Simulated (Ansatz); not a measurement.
The parent structure is NbN in the rock salt structure (space group Fm-3m, No. 225; a = 4.4213 Å).

Structures relaxed with Ansatz (a first-principles code) PBE, no SOC.

Base:

Simulated powder pattern, Co Kα, λ = 1.79026 Å (kinematic, ideal powder, no thermal factors, no anomalous dispersion; the 14 strongest lines at most, above 2 %, up to 2θ = 90°):

```csv
2θ (°),I/Imax (%),hkl
41.06,100,(111)
47.77,85,(200)
69.87,53,(220)
84.36,43,(311)
89.07,19,(222)
```

After one change:

Simulated powder pattern, Co Kα, λ = 1.79026 Å (kinematic, ideal powder, no thermal factors, no anomalous dispersion; the 14 strongest lines at most, above 2 %, up to 2θ = 90°):

| 2θ (°) | I/Imax (%) |
|---|---|
| 41.01 | 100 |
| 47.72 | 85 |
| 69.78 | 53 |
| 84.25 | 43 |
| 88.95 | 19 |

Q: What was done to the base?
A. pressure 15 GPa
B. pressure 50 GPa
C. pressure −1 GPa
D. pressure 3 GPa

A: C, pressure −1 GPa. Its volume per atom is 10.84 Å³ against 10.80 Å³, and its space group is Fm-3m (No. 225).

Load acts through the strain it causes; cell and atoms are relaxed under it. Stability against distortions was not tested. Competing high-pressure phases were not computed. All final runs are without spin polarisation.
